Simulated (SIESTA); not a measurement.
Input and output of a self-consistent single point for Na (Im-3m, 1 atom in the cell) (SIESTA)

Method: SIESTA 5.4.2 with GGA PBE, numerical atomic orbitals TZP, PseudoDojo PBE standard norm-conserving potentials (rewritten from UPF to PSML).

This input was run:

```
# files in the folder: Na.psml (PseudoDojo PBE standard)
SystemName  Na
SystemLabel Na

NumberOfAtoms                1
NumberOfSpecies              1
%block ChemicalSpeciesLabel
  1 11 Na
%endblock ChemicalSpeciesLabel
LatticeConstant              1.0 Ang
%block LatticeVectors
    -2.140650000    2.140650000    2.140650000
     2.140650000   -2.140650000    2.140650000
     2.140650000    2.140650000   -2.140650000
%endblock LatticeVectors
AtomicCoordinatesFormat      Fractional
%block AtomicCoordinatesAndAtomicSpecies
     0.000000000    0.000000000    0.000000000  1
%endblock AtomicCoordinatesAndAtomicSpecies

XC.functional                GGA
XC.authors                   PBE
PAO.BasisSize                TZP
PAO.EnergyShift              0.01 Ry
MeshCutoff                   300 Ry
%block kgrid.MonkhorstPack
   11   0   0  0.0
    0  11   0  0.0
    0   0  11  0.0
%endblock kgrid.MonkhorstPack
OccupationFunction           FD
ElectronicTemperature        100.0 meV

MaxSCFIterations             150
SCF.Mixer.Method             Pulay
SCF.Mixer.Weight             0.2
SCF.Mixer.History            8
SCF.DM.Tolerance             1.0E-05
Diag.ParallelOverK           true
WriteForces                  true
```

Output (repeated stretches shortened):

```
reinit: Reading from file input.fdf

reinit: System Name: Na
reinit: System Label: Na

coor:   Atomic-coordinates input format  =     Fractional

siesta: Atomic coordinates (Bohr) and species
siesta:      0.00000   0.00000   0.00000  1        1

siesta: System type = bulk

initatomlists: Number of atoms, orbitals, and projectors:      1    10     8

siesta: ******************** Simulation parameters ****************************
redata: Spin configuration                          = none
redata: Time-Reversal Symmetry                      = T
redata: Number of Atomic Species                    =        1
redata: Mesh Cutoff                                 =   300.0000 Ry
redata: Net charge of the system                    =     0.0000 |e|
redata: Min. number of SCF Iter                     =        0
redata: Max. number of SCF Iter                     =      150
redata: SCF convergence failure will abort job
redata: SCF mix quantity                            = Hamiltonian
redata: Mix DM or H after convergence               =   F
redata: Recompute H after scf cycle                 =   F
redata: Mix DM in first SCF step                    =   T
redata: No kicks to SCF
redata: DM Mixing Weight for Kicks                  =     0.5000
redata: Require Harris convergence for SCF          =   F
redata: Harris energy tolerance for SCF             =     0.000100 eV
redata: Require DM convergence for SCF              =   T
redata: DM tolerance for SCF                        =     0.000010
redata: Require EDM convergence for SCF             =   F
redata: EDM tolerance for SCF                       =     0.001000 eV
redata: Require H convergence for SCF               =   T
redata: Hamiltonian tolerance for SCF               =     0.001000 eV
redata: Require (free) Energy convergence for SCF   =   F
redata: (free) Energy tolerance for SCF             =     0.000100 eV
redata: Using DFT-D3 dispersion                     =   F
redata: Using Saved Data (generic)                  =   F
redata: Method of Calculation                       = Diagonalization
redata: Electronic Temperature                      =  1160.4518 K
redata: Number of TDED substeps                     =        3
redata: Dynamics option                             = Single-point calculation
redata: Save all siesta data in one NC              =   F
redata: ***********************************************************************

%block SCF.Mixers
  Pulay
%endblock SCF.Mixers

%block SCF.Mixer.Pulay
  # Mixing method
  method pulay
  variant stable

  # Mixing options
  weight 0.2000
  weight.linear 0.2000
  history 8
%endblock SCF.Mixer.Pulay

DM_history_depth set to one: no extrapolation allowed by default for geometry relaxation
Size of DM history Fstack: 1
Total number of electrons:     9.000000
Total ionic charge:     9.000000

* ProcessorY, Blocksize:    1  11

* Orbital distribution balance (max,min):    10    10

 Kpoints in:          726 . Kpoints trimmed:          666

siesta: k-grid: Number of k-points = 666
siesta: k-points from Monkhorst-Pack grid
siesta: k-cutoff (effective) =    20.392 Ang
siesta: k-point supercell and displacements
siesta: k-grid:    11     0     0      0.000
siesta: k-grid:     0    11     0      0.000
siesta: k-grid:     0     0    11      0.000

diag: Algorithm                                     = D&C
diag: Parallel over k                               =   F
diag: Use parallel 2D distribution                  =   F
diag: Parallel block-size                           = 11
diag: Parallel distribution                         =     1 x     1
diag: Used triangular part                          = Lower
diag: Absolute tolerance                            =  0.100E-15
diag: Orthogonalization factor                      =  0.100E-05
diag: Memory factor                                 =  1.0000

superc: Internal auxiliary supercell:     5 x     5 x     5  =     125
superc: Number of atoms, orbitals, and projectors:    125   1250   1000

                        Single-point calculation

superc: Internal auxiliary supercell:     5 x     5 x     5  =     125
superc: Number of atoms, orbitals, and projectors:    125   1250   1000

outcell: Unit cell vectors (Ang):
       -2.140650    2.140650    2.140650
        2.140650   -2.140650    2.140650
        2.140650    2.140650   -2.140650

outcell: Cell vector modules (Ang)   :    3.707715    3.707715    3.707715
outcell: Cell angles (23,13,12) (deg):    109.4712    109.4712    109.4712
outcell: Cell volume (Ang**3)        :     39.2371
new_DM -- step:     1
Initializing Density Matrix...

Attempting to read DM from file... Failed...
DM filled with atomic data:

InitMesh: MESH = 32 x 32 x 32 = 32768
InitMesh: Mesh cutoff (required, used) =   300.000   308.802 Ry

stepf: Fermi-Dirac step function

        iscf     Eharris(eV)        E_KS(eV)     FreeEng(eV)     dDmax    Ef(eV) dHmax(eV)
   scf:    1    -1243.577466    -1243.250121    -1243.264471  0.714003 -3.081245  2.372734
   scf:    2    -1243.269700    -1243.260024    -1243.274355  0.058875 -3.104173  1.804295
   scf:    3    -1243.283936    -1243.272980    -1243.287249  0.159943 -3.176794  0.018427
   scf:    4    -1243.272944    -1243.272964    -1243.287232  0.004917 -3.184664  0.068577
   scf:    5    -1243.272992    -1243.272979    -1243.287250  0.005590 -3.182417  0.000766
   scf:    6    -1243.272979    -1243.272979    -1243.287250  0.000085 -3.182390  0.000124
mix: Pulay -- inversion failed, > SVD [rank/size] 2 / 5
   scf:    7    -1243.272979    -1243.272979    -1243.287250  0.000011 -3.182393  0.000002
mix: Pulay -- inversion failed, > SVD [rank/size] 2 / 6
   scf:    8    -1243.272979    -1243.272979    -1243.287250  0.000000 -3.182393  0.000000

SCF Convergence by DM+H criterion
max |DM_out - DM_in|         :     0.0000001907
max |H_out - H_in|      (eV) :     0.0000001490
SCF cycle converged after 8 iterations

Using DM_out to compute the final energy and forces

siesta: E_KS(eV) =            -1243.2730

siesta: E_KS - E_eggbox =     -1243.2730

siesta: Atomic forces (eV/Ang):
     1   -0.000000   -0.000000    0.000000
   Tot   -0.000000   -0.000000    0.000000
   Max    0.000000
   Res    0.000000    sqrt( Sum f_i^2 / 3N )
   Max    0.000000    constrained

Stress tensor Voigt[x,y,z,yz,xz,xy] (kbar):        3.29        3.29        3.29        0.32        0.32        0.32
(Free)E + p*V (eV/cell)    -1243.3677
Target enthalpy (eV/cell)    -1243.2872

siesta: Program's energy decomposition (eV):
siesta: Ebs     =      -285.847728
siesta: Eions   =      1488.830067
siesta: Ena     =        72.808444
siesta: Ekin    =       756.396969
siesta: Enl     =      -402.568880
siesta: Eso     =         0.000000
siesta: Edftu   =         0.000000
siesta: DEna    =         5.311949
siesta: DUscf   =         0.113482
siesta: DUext   =         0.000000
siesta: Ex      =      -176.394788
siesta: Ec      =       -10.110089
siesta: Exc     =      -186.504877
siesta: Eharris =     -1243.272979
siesta: Etot    =     -1243.272979
siesta: FreeEng =     -1243.287250

siesta: Stress tensor (static) (eV/Ang**3):
siesta:     0.002050    0.000201    0.000201
siesta:     0.000201    0.002050    0.000201
siesta:     0.000201    0.000201    0.002050

siesta: Cell volume =         39.237108 Ang**3

siesta: Pressure (static):
siesta:                Solid            Molecule  Units
siesta:          -0.00002233         -0.00002233  Ry/Bohr**3
siesta:          -0.00205036         -0.00205036  eV/Ang**3
siesta:          -3.28503652         -3.28503652  kBar
```

The run converged in 8 iterations.

The starting cell has typed, rounded lattice constants, without a prior relaxation at this level. Its lattice was rescaled by up to half a per cent. Values carry the incompleteness of an atom-centred basis.
